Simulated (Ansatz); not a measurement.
**TlCl in the CsCl type structure (space group Pm-3m, No. 221)**

```
CELL_PARAMETERS angstrom
      3.90007     0.00000     0.00000
      0.00000     3.90007     0.00000
      0.00000     0.00000     3.90007
ATOMIC_POSITIONS crystal
  Tl 0.00000 0.00000 0.00000
  Cl 0.50000 0.50000 0.50000
```

The values are results of Ansatz (a program for electronic structure), PBE, PAW, cutoff 420 eV, without spin-orbit coupling, not measurements. Γ-centred 9×9×9 mesh, Fermi–Dirac width 0.05 eV.

```json
{
 "volume_per_atom": "29.66 Å³",
 "density": "6.71 g/cm³",
 "band_gap": "2.20 eV, direct at X",
 "electron_mass": "0.18 mₑ along k, 0.31 mₑ across",
 "hole_mass": "0.31 mₑ along k, 0.64 mₑ across",
 "Lowest conduction-band minima above the VBM": "X along ⟨100⟩ 2.20 eV; R along ⟨111⟩ 2.72 eV",
 "total_energy": "-6262.805 eV/atom (σ→0; compares only within this code and set-up)"
}
```

Spin-orbit coupling, missing from the scalar runs, can matter with Tl. Effective masses come from finite differences of ±0.01 Å⁻¹. Along k means along the line from Γ to the band edge. Stability against distortions was not tested.
